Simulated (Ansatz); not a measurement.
Base system: Sr in the fcc (Cu type) structure (space group Fm-3m, No. 225; a = 5.9225 Å).

Level of theory: PBEsol (Ansatz, a quantum-chemistry and plane-wave program, PAW, no spin-orbit coupling).

Before the change:

| Quantity | Value |
|---|---|
| Volume per atom | 51.93 Å³ |

Perturbation: cell and atoms relaxed at a pressure of 5 GPa.

Problem. How does this affect the volume per atom?

Solution. The volume per atom shrinks by 11.94 Å³, from 51.93 Å³ to 39.99 Å³.

Load acts through the strain it causes; cell and atoms are relaxed under it. Stability against distortions was not tested. Measured, Sr leaves this structure (for bcc) near 3.5 GPa (temperature not stated; as listed in Olga Degtyareva, NATO science for peace and security series. B, Physics and biophysics (2010)).
